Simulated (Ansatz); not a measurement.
SrNbO3, response to strain

Base system: SrNbO3 in the cubic perovskite structure (space group Pm-3m, No. 221; a = 4.0178 Å; a cell from a computed database, its experimental status unchecked). Axes: x, y, z lie along the cube axes.

Strains are applied to the cell and any free atomic positions relax; under biaxial strain the out-of-plane vector relaxes too.

All numbers come from Kohn–Sham DFT with the PBEsol functional, run in Ansatz (an electronic-structure program) with PAW and 420 eV plane waves, no spin-orbit coupling.

Notes on the quantities. pressure: mean of the normal stresses, compression positive.

```csv
case,shortest interatomic distance,pressure
base,2.009 Å,0.0 GPa
"biaxial strain +2.72 %, plane normal [111], relaxed out of plane",2.028 Å,-4.6 GPa
isotropic strain −0.47 %,1.999 Å,2.8 GPa
uniaxial strain ε_xx = −3.60 %,1.937 Å,8.0 GPa
tensor shear ε_xz = −1.86 %,2.009 Å,0.0 GPa
```

Without a gap, meshes like the base's 12×12×12 leave anisotropic stresses uncertain by several tenths of a GPa, and small strain energies with them. Whether these cells are dynamically stable was not tested. No Hubbard U is applied, and correlation can decide whether such a compound is a metal. The final runs are not spin-polarised. An odd electron count without spin: SrNbO3. Many cubic perovskites are stable only at high temperature; tilts and polar distortions were not tested.
